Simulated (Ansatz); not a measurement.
Consider the energy of the reaction as written. Reaction: 1/2 cell B + 1/4 O2 (gas) → cell A. The sign is products less reactants.

Cell A: a slab of TiC (rock salt, Fm-3m) cut along (100), 11 atoms, square cell of 3.06 Å (9.4 Å²), symmetry Pm within 0.02 Å, 9.8 Å thick under 16 Å of vacuum, in-plane vectors held at the crystal's; planes from bottom to top: TiC × 5 | O, its two faces unlike (dipole correction applied); added, foreign or displaced atoms, above the top plane: O bound to 1 C at 1.37 Å; spin state with PBE: run without spin, k-point mesh 10×10×1.
```yaml
crystal:
  lattice:
    - [3.06349, 0.00000, 0.00000]
    - [0.00000, 3.06349, 0.00000]
    - [0.00000, 0.00000, 26.02505]
  atoms:
    - { symbol: Ti, position: [0.01573, 0.00000, 0.31146] }
    - { symbol: C, position: [0.51575, 0.50000, 0.30720] }
    - { symbol: C, position: [0.01567, 0.00000, 0.39131] }
    - { symbol: Ti, position: [0.51533, 0.50000, 0.39242] }
    - { symbol: Ti, position: [0.01259, 0.00000, 0.47501] }
    - { symbol: C, position: [0.51706, 0.50000, 0.47447] }
    - { symbol: C, position: [0.01285, 0.00000, 0.55815] }
    - { symbol: Ti, position: [0.51595, 0.50000, 0.55753] }
    - { symbol: Ti, position: [0.99731, 0.00000, 0.63942] }
    - { symbol: C, position: [0.50065, 0.50000, 0.63901] }
    - { symbol: O, position: [0.71445, 0.50000, 0.68530] }
```

Cell B: a slab of TiC (rock salt, Fm-3m) cut along (100), 21 atoms, square cell of 4.33 Å (18.8 Å²), symmetry Cm within 0.02 Å, 9.9 Å thick under 16 Å of vacuum, in-plane vectors held at the crystal's; planes from bottom to top: Ti2C2 × 5 | O, its two faces unlike (dipole correction applied); added, foreign or displaced atoms, above the top plane: O bound to 1 C at 1.38 Å; spin state with PBE: run without spin, k-point mesh 7×7×1.
```yaml
crystal:
  lattice:
    - [4.33242, 0.00000, 0.00000]
    - [0.00000, 4.33242, 0.00000]
    - [0.00000, 0.00000, 26.02505]
  atoms:
    - { symbol: C, position: [0.00336, 0.49664, 0.30625] }
    - { symbol: Ti, position: [0.00383, 0.99626, 0.31083] }
    - { symbol: Ti, position: [0.50374, 0.49617, 0.31083] }
    - { symbol: C, position: [0.50300, 0.99700, 0.30657] }
    - { symbol: Ti, position: [0.00337, 0.49663, 0.39184] }
    - { symbol: C, position: [0.00349, 0.99641, 0.39071] }
    - { symbol: Ti, position: [0.50337, 0.99663, 0.39175] }
    - { symbol: C, position: [0.50359, 0.49651, 0.39071] }
    - { symbol: C, position: [0.00358, 0.49642, 0.47417] }
    - { symbol: Ti, position: [0.00295, 0.99739, 0.47429] }
    - { symbol: Ti, position: [0.50261, 0.49705, 0.47429] }
    - { symbol: C, position: [0.50356, 0.99644, 0.47401] }
    - { symbol: Ti, position: [0.00518, 0.49482, 0.55657] }
    - { symbol: C, position: [0.00228, 0.99668, 0.55801] }
    - { symbol: Ti, position: [0.50236, 0.99764, 0.55679] }
    - { symbol: C, position: [0.50332, 0.49772, 0.55801] }
    - { symbol: C, position: [0.98617, 0.51383, 0.64277] }
    - { symbol: Ti, position: [0.99820, 0.00818, 0.63833] }
    - { symbol: Ti, position: [0.49182, 0.50180, 0.63833] }
    - { symbol: C, position: [0.51478, 0.98522, 0.63990] }
    - { symbol: O, position: [0.12209, 0.37791, 0.68501] }
```

Reference: an isolated O2 molecule (triplet) in a box of 11 × 11 × 13 Å.

Computed with Ansatz (plane waves, PAW), its PAW set soft_1, cutoff 420 eV, 500 eV for r2SCAN. The structures are at rest with PBE, within the held lattices; other levels are single points on them. Neutral cells; Fermi-Dirac smearing of at most 0.05 eV in the solids, energies taken to zero width. The lattices are those relaxed with PBE, so at other levels the solids can be strained, which adds to the spread. Larger cells are relaxed from a start prepared with the learned potential CHGNet till forces fall under 0.03 eV/Å, which some starts already meet. A dispersion term (D3(BJ), or D4 for r2SCAN) was computed beside these levels and is taken off wherever the name lacks it. Space groups of crystals are read within 0.01 Å. Nuclei at rest; no vibrational terms. The structures are the rest points that the relaxations reached, not proven lowest. No correction for cell size. Cell A has symmetry Pm within 0.02 Å and got no random move, so less symmetric positions, which may lie lower, weren't tried. Cell B has symmetry Cm within 0.02 Å and got no random move, so less symmetric positions, which may lie lower, weren't tried.

Task: Estimate the value that PBE returns for this input.

Result: -1.21 eV, for 1/2 cell B + 1/4 O2 (gas) → cell A.

Task: What do the other levels give, and how wide is the spread?

Result: 
| Functional | value (eV) | less PBE |
|---|---|---|
| r2SCAN | -1.28 | -0.07 |

The levels shown span 0.07 eV, from r2SCAN (-1.28) to PBE (-1.21).

Ansatz is an electronic-structure program.
